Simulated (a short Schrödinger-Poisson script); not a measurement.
**Symmetric double-gate stack, SiO2 on p-type InP**

Structure: symmetric double-gate stack, SiO2 on p-type InP, at 300 K.

```tsv
layer	material	thickness (nm)	Na (cm⁻³)
1	SiO2	0.9	-
2	InP	2	2e15
3	SiO2	0.9	-
```

Constants are typed, rounded textbook-type inputs, not results; the design itself was drawn at random and stands for no fabricated device. SiO2: permittivity 3.9, conduction-band edge (eV) 3.48, gap (eV) 9, electron mass (mₑ) 0.5. InP: permittivity 12.5, conduction-band edge (eV) 0, gap (eV) 1.344, Nv at 300 K (cm⁻³) 1.1e19.

Channel valleys (confinement mass, in-plane density-of-states mass, number): Γ 0.08, 0.08, 1. At the gates, both at one voltage, the conduction-band edge of layer 1 lies 3.94 eV − eVg above the Fermi level of the channel. Gaps are held at their typed values at every temperature. Mesh 0.03 nm at interfaces.

Solved with a short Schrödinger-Poisson script written for these runs: 1D Poisson equation in equilibrium, electrons quantum, Hartree (BenDaniel-Duke, 12 states a valley, the channel's in-plane mass for all, wave functions free to enter the dielectric), parabolic valleys, classical holes, full ionisation, no traps, pinning or gate leakage.

```
Vg (V)  electrons (cm⁻²)  C (μF/cm²)  Γ E0 (meV)  Γ E1 (meV)
------  ----------------  ----------  ----------  ----------
0.5               3.67e6     < 0.003       319.8      1754.8
0.55              2.54e7     < 0.003       269.8      1704.8
0.6               1.76e8     < 0.003       219.8      1654.8
0.65              1.21e9     0.00765       169.8      1604.8
0.7               8.30e9      0.0518       120.0      1555.0
0.75             5.37e10       0.313        71.0      1506.0
0.8              2.69e11        1.19        26.1      1460.8
0.85             8.08e11        2.21       -11.3      1422.7
0.9              1.59e12        2.72       -43.0      1389.9
0.95             2.47e12        2.90       -72.3      1359.4
1                3.39e12        2.97      -100.8      1329.7
1.05             4.32e12        2.99      -129.0      1300.3
1.1              5.25e12        3.00      -157.1      1270.9
1.15             6.19e12        3.00      -185.2      1241.6
```

Gate voltages with under 1e6 electrons/cm² are left out.

Subbands count from the Fermi level. The capacitance is that of both gates.

Above a few 1e12 electrons/cm² a light Γ valley is non-parabolic and upper valleys begin to fill, which the model leaves out.
